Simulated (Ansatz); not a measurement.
## Effect of pressure −2 GPa on TiAl3

The reference is TiAl$_{3}$ (space group I4/mmm, No. 139; a = 3.824 Å, c = 8.561 Å).

Modification: hydrostatic tension (pressure −2 GPa).

All numbers come from DFT with r2SCAN, PAW potentials and a 500 eV plane-wave cutoff in Ansatz (a program for electronic structure), spin-orbit coupling left out. Γ-centred 17×17×17 mesh, Fermi–Dirac width 0.05 eV.

The volume per atom increases by 0.285 Å³ to 15.93 Å³ and the density falls by 0.06 g/cm³, from 3.42 g/cm³ to 3.36 g/cm³. The lattice parameter a increases by 0.023 Å, from 3.824 Å to 3.847 Å and the c/a ratio hardly moves (2.239 against 2.240). The shortest interatomic distance grows by 0.016 Å (2.704 Å → 2.720 Å) and the enthalpy H = E + PV relative to the base's energy is -0.20 eV/atom. The band gap remains zero.

Final structure:

```yaml
crystal:
  lattice:
    - [-1.92335, 1.92335, 4.30736]
    - [1.92335, -1.92335, 4.30736]
    - [1.92335, 1.92335, -4.30736]
  atoms:
    - { symbol: Al, position: [0.50000, 0.50000, 0.00000] }
    - { symbol: Al, position: [0.75000, 0.25000, 0.50000] }
    - { symbol: Al, position: [0.25000, 0.75000, 0.50000] }
    - { symbol: Ti, position: [0.00000, 0.00000, 0.00000] }
```

Cost of the whole job for the changed cell (relaxation, final SCF and bands): about 100 core-seconds (a rough figure).

Load acts through the strain it causes; cell and atoms are relaxed under it. Stability against distortions was not tested. All final runs are without spin polarisation.
